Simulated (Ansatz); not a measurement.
Abridged Ansatz (a first-principles code) output:

```
Relaxation: its limit of steps is 50 (relax.max_steps)
Pseudopotential: Mg, paw, valence charge 10
Pseudopotential: B, paw, valence charge 3
Crystal: 3 atoms, lattice volume = 28.011 Å³
Basis set: ecut = 420 eV, 539 PW (Γ), exchange–correlation on 48×48×48 points (8 copies of the dense FFT grid, shifted against one another)
Bands: 12, of which v1, the nominal top of the filled ones, is band 8 counted from 1 (7 counted from 0)
Symmetry: 8 space group operations
k-points: 1197 of 8228
Functional: x = pbesol(κ = 0.804, μ = 0.12345679012345678), c = pbesol(β = 0.046)
SCF iter   1: F=—  HF=-2217.794241 eV  |F-HF|=—  |Δ(HF+E_count)|=         —  Δρ=4.38e-3  dr2=7.36e-3  ethr=1.77e-3  ⟨swp⟩=5.0  Hψ=76186  notcnv=0
SCF iter   2: F=—  HF=-2217.792870 eV  |F-HF|=—  |Δ(HF+E_count)|=   1.37e-3  Δρ=2.49e-3  dr2=2.64e-3  ethr=4.60e-5  ⟨swp⟩=1.6  Hψ=25429  notcnv=0
SCF 1 converged in 7 iterations: F = -2217.792028 eV  dr2 = 4.43e-12
relax step   1: F+E_penalty+E_count = -2217.79202833 eV  Δ(F+E_penalty+E_count) = +0.000e0 eV  max|allowed force component| = 6.988e-2 eV/Å  Δτ_max = 0.0000 Å  (7 SCF iters, accepted)
Crystal: 3 atoms, lattice volume = 28.011 Å³
SCF iter   1: F=—  HF=-2217.792146 eV  |F-HF|=—  |Δ(HF+E_count)|=         —  Δρ=3.26e-4  dr2=2.91e-5  ethr=1.79e-7  ⟨swp⟩=1.0  Hψ=57591  notcnv=0
SCF iter   2: F=—  HF=-2217.792150 eV  |F-HF|=—  |Δ(HF+E_count)|=   4.55e-6  Δρ=8.88e-5  dr2=1.42e-6  ethr=1.79e-7  ⟨swp⟩=2.1  Hψ=17135  notcnv=0
SCF 2 converged in 5 iterations: F = -2217.792149 eV  dr2 = 8.13e-12
relax step   2: F+E_penalty+E_count = -2217.79214895 eV  Δ(F+E_penalty+E_count) = -1.206e-4 eV  max|allowed force component| = 5.605e-2 eV/Å  Δτ_max = 0.0010 Å  (5 SCF iters, accepted)
Crystal: 3 atoms, lattice volume = 28.011 Å³
SCF iter   1: F=—  HF=-2217.792536 eV  |F-HF|=—  |Δ(HF+E_count)|=         —  Δρ=1.32e-3  dr2=4.78e-4  ethr=2.99e-5  ⟨swp⟩=2.3  Hψ=38520  notcnv=0
SCF iter   2: F=—  HF=-2217.792354 eV  |F-HF|=—  |Δ(HF+E_count)|=   1.83e-4  Δρ=3.65e-4  dr2=2.42e-5  ethr=2.99e-6  ⟨swp⟩=1.2  Hψ=24350  notcnv=0
SCF 3 converged in 5 iterations: F = -2217.792362 eV  dr2 = 2.33e-10
relax step   3: F+E_penalty+E_count = -2217.79236152 eV  Δ(F+E_penalty+E_count) = -2.126e-4 eV  max|allowed force component| = 1.769e-3 eV/Å  Δτ_max = 0.0039 Å  (5 SCF iters, accepted)
SCF converged after 5 iterations
Free energy (F): -2217.792362 eV
Internal energy: -2217.770012 eV  (E = F + TS)
E sigma→0 (E₀):  -2217.781187 eV
Entropy (-TS):   -0.022349 eV (-7.450 meV/atom)
Fermi energy:    9.553396 eV
--- Forces (eV/Å), atoms counted from 1 ---
  atom   1  Mg     0.00000000     0.00000000     0.00000000
  atom   2  B     -0.00000000     0.00176921     0.00000000
  atom   3  B      0.00000000    -0.00176921     0.00000000
--- Stress (GPa, compression-positive) ---
        6.634482       0.000000       0.000000
        0.000000       1.062527       0.000000
        0.000000       0.000000       0.601176
  P = ⅓ Tr σ = 2.7661 GPa (27.661 kbar)
--- Relaxed structure (3 steps of the walk, 3 accepted, 0 SCFs on fresh bases) ---
  atoms:
    - { symbol: Mg, position: [-6.809841357435712e-21, -1.3619682711509225e-20, 0.0] }
    - { symbol: B, position: [0.665754633591336, 0.33150926718267193, 0.49999999999999983] }
    - { symbol: B, position: [0.3342453664086639, 0.6684907328173281, 0.49999999999999983] }
```

Question: What was computed, and what are the main results?

Answer: MgB2, 3 atoms in the cell, with PBEsol (Ansatz), no SOC. The last SCF converged to F = -2217.792362 eV, or -739.2641 eV per atom, at a pressure of 2.77 GPa. The total energy compares only with runs of the same code, potentials and settings.

The cells carry an imposed strain or load. Whether these cells are dynamically stable was not tested. All final runs are without spin polarisation. The cell was made from MgB2 (space group P6/mmm, No. 191) by this change: uniaxial strain ε_xx = −1.50 %.

Keys are those of Ansatz 0.2.
